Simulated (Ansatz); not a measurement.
**GaN in the zinc blende structure (space group F-43m, No. 216)**

```cif
data_GaN
_chemical_formula_sum 'N1 Ga1'
_space_group_name_H-M_alt 'P 1'
_space_group_IT_number 1
_cell_length_a 3.18062
_cell_length_b 3.18062
_cell_length_c 3.18062
_cell_angle_alpha 60.000
_cell_angle_beta 60.000
_cell_angle_gamma 60.000
loop_
_space_group_symop_operation_xyz
  'x, y, z'
loop_
_atom_site_label
_atom_site_type_symbol
_atom_site_fract_x
_atom_site_fract_y
_atom_site_fract_z
_atom_site_occupancy
N1 N 0.75000 0.75000 0.75000 1
Ga1 Ga 0.00000 0.00000 0.00000 1
```

Level of theory: PBEsol in Ansatz (plane waves to 420 eV, PAW, no spin-orbit coupling). Settings: 13×13×13 k-points, 0.05 eV Fermi–Dirac smearing.

```json
{
  "volume_per_atom": "11.38 Å³",
  "density": "6.11 g/cm³",
  "band_gap": "1.70 eV, direct at Γ",
  "electron_mass": "0.15 mₑ",
  "Hole mass (degenerate bands, along [100])": "0.16, 0.86, 0.86 mₑ",
  "Lowest conduction-band minima above the VBM": "Γ 1.70 eV",
  "total_energy": "-2061.418 eV/atom (σ→0; compares only within this code and set-up)"
}
```

Masses are band curvatures over ±0.01 Å⁻¹ around the edge. Stability against distortions was not tested. This is not the structure that GaN has at room temperature and ambient pressure.

Ansatz is a quantum-chemistry and plane-wave program.
